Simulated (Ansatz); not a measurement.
## Ga2O3, pressure series

Start from Ga2O3 in the corundum structure (space group R-3c, No. 167).

```cif
data_Ga12O18
_chemical_formula_sum 'Ga12 O18'
_space_group_name_H-M_alt 'R-3c :H'
_space_group_IT_number 167
_space_group_name_Hall '-R 3 2"c'
_cell_length_a 5.05768
_cell_length_b 5.05768
_cell_length_c 13.62316
_cell_angle_alpha 90.000
_cell_angle_beta 90.000
_cell_angle_gamma 120.000
loop_
_atom_site_label
_atom_site_type_symbol
_atom_site_symmetry_multiplicity
_atom_site_Wyckoff_symbol
_atom_site_fract_x
_atom_site_fract_y
_atom_site_fract_z
_atom_site_occupancy
Ga1 Ga 12 c 0.00000 0.00000 0.14416 1
O1 O 18 e 0.30313 0.30313 0.25000 1
```
(The calculation used a cell of 10 atoms; values per cell refer to that cell.)

Cell and atoms are relaxed at each pressure.

All numbers come from PBE/PAW in Ansatz (a first-principles code), no spin-orbit coupling.

Candidates:
(a) pressure −1 GPa
(b) pressure −2 GPa
(c) pressure 9 GPa
(d) pressure 22.5 GPa
(e) pressure 2.1 GPa

For the base:

The band gap is 2.40 eV.

Task: Order them by band gap, highest first.

Result: (d) pressure 22.5 GPa (3.37 eV), (c) pressure 9 GPa (2.83 eV), (e) pressure 2.1 GPa (2.51 eV), (a) pressure −1 GPa (2.35 eV), (b) pressure −2 GPa (2.30 eV)

Load acts through the strain it causes; cell and atoms are relaxed under it. No phonon test of stability was made. Competing high-pressure phases were not computed.
